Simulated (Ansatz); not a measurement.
The starting structures come from a database of crystals and need not be the phases stable at ambient conditions.

By PBEsol, the system below comes out a metal.

The ballistic (Sharvin) conductance counts the channels at the Fermi level: G/A = (e²/h) × channels of both spins per area.

```xyz
4
Lattice="2.7543 0.0000 0.0000 0.0000 5.3097 0.0000 1.3772 0.0000 2.3853" Properties=species:S:1:pos:R:3 pbc="T T T"
V      0.0000     0.0000     0.0000
V      0.0000     2.6548     0.0000
N      2.7543     1.3274     1.5902
N      1.3772     3.9823     0.7951
```

The cell is taken as given; by PBEsol it stands under a pressure of -11.7 GPa.

The current flows along the normal of the first two printed cell vectors, the (100) plane of the conventional cell. No spin-orbit coupling; the value is a mean over 0.1 eV about the Fermi level.

Q: Compute, with PBEsol (Ansatz, a program for electronic structure), the ballistic conductance per area.

A: 0.68 × 10¹⁵ S/m² for both spins.
